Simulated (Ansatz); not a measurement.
Output of an Ansatz run (abridged):

```
WARN ansatz: RAYON_NUM_THREADS=1 ignored (pool sized by the plan → 1); use --threads N
Pseudopotentials: kind: paw
Pseudopotential: Ca, paw, valence charge 10
Pseudopotential: Pb, paw, valence charge 14
Crystal: 2 atoms, lattice volume = 59.754 Å³
Basis set: ecut = 420 eV, 1171 PW (Γ), exchange–correlation on 48×48×64 points (8 copies of the dense FFT grid, shifted against one another)
Bands: 16, of which v1, the nominal top of the filled ones, is band 12 counted from 1 (11 counted from 0)
Symmetry: 8 space group operations
Space group: P4mm (ITA 99), of the structure as read, at distance tolerance 3.9e-5 Å
k-points: 60 of 567 (time reversal used)
PAW frozen core: Ca, regenerated for the run's functional, and the local potential with it
PAW frozen core: Pb, regenerated for the run's functional, and the local potential with it
Initial density: superposition of atomic densities (neutral atoms: chi_scale 0, normalization atom), corrected by the library's trained network
Initial wavefunctions: pseudopotential atomic-orbital guess
Eigensolver: davidson
Functional: x = pbesol(κ = 0.804, μ = 0.12345679012345678), c = pbesol(β = 0.046)
SCF iter   1: F=—  HF=-13549.805201 eV  |F-HF|=—  |Δ(HF+E_count)|=         —  Δρ=2.82e-3  dr2=5.32e-3  ethr=1.77e-3  ⟨swp⟩=7.2  Hψ=6001  notcnv=0
all-band conjugate gradients solve this SCF's bands
preconditioner: auto → Kerker (q_TF=auto, 2.344 Å⁻¹)
SCF iter   2: F=—  HF=-13549.804831 eV  |F-HF|=—  |Δ(HF+E_count)|=   3.69e-4  Δρ=1.31e-3  dr2=1.13e-3  ethr=2.22e-5  ⟨swp⟩=2.2  Hψ=1960  notcnv=0
SCF iter   3: F=—  HF=-13549.804524 eV  |F-HF|=—  |Δ(HF+E_count)|=   3.08e-4  Δρ=3.19e-4  dr2=1.01e-4  ethr=4.72e-6  ⟨swp⟩=2.3  Hψ=1587  notcnv=0
SCF iter   4: F=—  HF=-13549.804506 eV  |F-HF|=—  |Δ(HF+E_count)|=   1.76e-5  Δρ=9.70e-5  dr2=7.83e-6  ethr=4.20e-7  ⟨swp⟩=2.0  Hψ=1077  notcnv=0
SCF iter   5: F=—  HF=-13549.804486 eV  |F-HF|=—  |Δ(HF+E_count)|=   2.02e-5  Δρ=2.72e-5  dr2=5.21e-7  ethr=3.26e-8  ⟨swp⟩=2.2  Hψ=1272  notcnv=0
SCF iter   6: F=-13549.804486 eV  HF=-13549.804486 eV  |F-HF|=1.39e-8  |Δ(HF+E_count)|=   4.03e-8  Δρ=6.87e-6  dr2=4.18e-8  ethr=4.17e-10  ⟨swp⟩=6.0  Hψ=4764  notcnv=0
SCF 1 converged in 6 iterations: F = -13549.804486 eV  dr2 = 4.18e-8
SCF converged after 6 iterations
Free energy (F): -13549.804486 eV
Harris-Foulkes:  -13549.804486 eV  (|F-HF|=1.39e-8)
Internal energy: -13549.799692 eV  (E = F + TS)
E sigma→0 (E₀):  -13549.802089 eV
Entropy (-TS):   -0.004794 eV (-2.397 meV/atom)
Fermi energy:    9.079242 eV
--- Per-component energies (eV) ---
  E_band       = -185.435577
  E_kinetic    = 568.664585
  E_local      = -1792.693541  (includes V_loc(G=0)·N_el)
  E_nonlocal   = 416.065892
  E_hartree    = 664.856954
  E_xc         = -354.256235
  E_vxc        = -302.537603  (∫ρ·V_xc dr)
  E_paw        = -11094.974880  (= ΣΔE_a)
  E_vpaw       = -404.653303  (= ΣTr[D̂ρ^β])
  E_aug_tail   = 0.000043  (compensation charges beyond the density's cutoff)
  E_ewald      = -1957.643422
  E_core_change = 0.180911  (= ΣΔE_core)
  E_smearing   = -0.004794  (= −TS)
  E_closure    = 0.000000  (closes the sum)
  Σ components = -13549.804486   (vs F -13549.804486, Δ=0.00e0)
--- Forces (eV/Å), atoms counted from 1 ---
  atom   1  Ca    -0.00000000     0.00000000    -0.13937591
  atom   2  Pb    -0.00000000     0.00000000     0.13940181
  max |Σ_I F_I| component: 2.59e-5 eV/Å
--- Stress (GPa, compression-positive) ---
       -1.112749       0.000000      -0.000000
        0.000000      -1.112749       0.000000
       -0.000000       0.000000      -2.498322
  P = ⅓ Tr σ = -1.5746 GPa (-15.746 kbar)
  The stress holds the Pulay correction. Without it, at fixed plane waves, as pw.x and ABINIT print it: P = -1.5843 GPa
--- Band table (eV; the first three rows and the last of 60) ---
  k-point 0: bands = ["-32.2029", "-13.2728", "-13.2334", "-13.2334", "-7.4678", "-7.3204", "-7.2527", "-7.2527", "-7.2504", "-0.7108", "8.5170", "9.1327", "10.3582", "12.4811", "12.4811", "12.8717"]
  k-point 1: bands = ["-32.2028", "-13.2770", "-13.2336", "-13.2336", "-7.4675", "-7.3166", "-7.2523", "-7.2523", "-7.2503", "-0.6193", "7.2005", "10.3646", "10.3719", "11.9655", "11.9655", "13.3539"]
  k-point 2: bands = ["-32.2025", "-13.2864", "-13.2339", "-13.2339", "-7.4669", "-7.3081", "-7.2512", "-7.2512", "-7.2501", "-0.3921", "5.8980", "10.4033", "11.3656", "11.4800", "11.4800", "13.5807"]
  k-point 59: bands = ["-32.1735", "-13.3936", "-13.3932", "-13.2461", "-7.3896", "-7.3167", "-7.3156", "-7.1814", "-7.1483", "2.5159", "7.2137", "7.2998", "7.6603", "11.9105", "12.2686", "12.3236"]
```

The structure:

```
CELL_PARAMETERS angstrom
      3.58447     0.00000     0.00000
      0.00000     3.58447     0.00000
      0.00000     0.00000     4.65065
ATOMIC_POSITIONS crystal
  Ca 0.00000 0.00000 0.01075
  Pb 0.50000 0.50000 0.50000
```

Q: What input produced this log?

A: Other spellings and defaults could give the same log, and not every line can be read from it. The input that was run (DFT, PBEsol, plane waves, default PAW files made with PBE):

Ansatz 0.2 input:
```yaml
# CaPb
crystal:
  lattice:
    - [3.58447300, 0.00000000, 0.00000000]
    - [0.00000000, 3.58447300, 0.00000000]
    - [0.00000000, 0.00000000, 4.65064800]
  atoms:
    - { symbol: Ca, position: [0.00000000, 0.00000000, 0.01075100] }
    - { symbol: Pb, position: [0.50000000, 0.50000000, 0.50000000] }
basis:
  ecutwfc: 420.0
kpoints:
  mp_grid:
    grid: [9, 9, 7]
hamiltonian:
  xc: pbesol
  pseudopotentials:
    kind: paw
scf:
  occupations:
    method: gaussian
    width: 0.1
output:
  forces: true
  eigenvalues: true
  stress: true
```

The starting cell comes from a database of computed structures (which also holds hypothetical and non-ambient phases and stackings), without a prior relaxation at this level. Its lattice was rescaled by up to half a per cent. One atom was moved a little off its site on purpose. Spin-orbit coupling is off. Ansatz's pressure includes its estimate of the finite-basis (Pulay) stress.

Ansatz is a quantum-chemistry and plane-wave program.
